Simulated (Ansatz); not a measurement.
A computed series for WS2: carrier doping

Base system: WS$_{2}$ (space group P6_3/mmc, No. 194; a = 3.154 Å, c = 12.141 Å; layered, stacked along the Cartesian z axis).

Carriers are added at fixed cell with a uniform background; the Fermi–Dirac width is that of 300 K.

The values are results of PBE-D3(BJ), PAW, 420 eV (Ansatz, an electronic-structure program; no spin-orbit coupling), not measurements.

Notes on the quantities. Fermi level from band edge: Fermi level relative to the doped band's edge (positive inside the band; to 0.05 eV).

```tsv
variant	Fermi level from band edge	gap between the host's bands
undoped	–	0.88 eV
electrons 2.0×10^21 cm⁻³	+0.30 eV	0.87 eV
electrons 3.0×10^21 cm⁻³	+0.40 eV	0.86 eV
electrons 7.0×10^21 cm⁻³	+0.60 eV	0.83 eV
electrons 1.0×10^22 cm⁻³	+0.80 eV	0.80 eV
holes 2.0×10^21 cm⁻³	___	___
holes 3.0×10^21 cm⁻³	+0.80 eV	0.92 eV
holes 7.0×10^21 cm⁻³	+1.05 eV	0.94 eV
holes 1.0×10^22 cm⁻³	+1.20 eV	0.95 eV
```

Fill in the withheld entries from the trend.


- holes 2.0×10^21 cm⁻³, Fermi level from band edge: +0.70 eV
- holes 2.0×10^21 cm⁻³, gap between the host's bands: 0.91 eV

Carriers are added with a uniform compensating background; total energy and stress of such cells depend on the potential's zero and are not compared; many-body gap narrowing is missing at this level. Spin-orbit coupling, missing from the scalar runs, can matter with W. Whether these cells are dynamically stable was not tested.
